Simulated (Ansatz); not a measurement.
Base system: Nb in the bcc (W type) structure (space group Im-3m, No. 229; a = 3.2713 Å). Axes: x, y, z lie along the cube axes.

Calculations: Ansatz (an electronic-structure program) PBEsol, spin-orbit coupling left out.

Strains are applied to the cell and any free atomic positions relax.

One change was made to it. Results:

The energy goes up by 2.4 meV/atom; the pressure (mean of the normal stresses, compression positive) goes from zero to 0.2 GPa; the shortest interatomic distance drops by 0.048 Å, from 2.833 Å to 2.785 Å.

Task: Which of these changes matches the shifts?
(A) strain tensor (xx, yy, zz, yz, xz, xy) = (+0.19, −0.45, −0.89, +0.88, +0.05, +1.96) %
(B) uniaxial strain ε_yy = −1.13 %
(C) tensor shear ε_xz = +2.53 %
(D) tensor shear ε_xy = −3.44 %

Result: C, tensor shear ε_xz = +2.53 %. For comparison, the shortest interatomic distance in the other runs: strain tensor (xx, yy, zz, yz, xz, xy) = (+0.19, −0.45, −0.89, +0.88, +0.05, +1.96) % gives 2.770 Å; tensor shear ε_xy = −3.44 % gives 2.768 Å; uniaxial strain ε_yy = −1.13 % gives 2.822 Å.

Without a gap, meshes like the base's 20×20×20 leave anisotropic stresses uncertain by several tenths of a GPa, and small strain energies with them. Stability against distortions was not tested. All final runs are without spin polarisation.
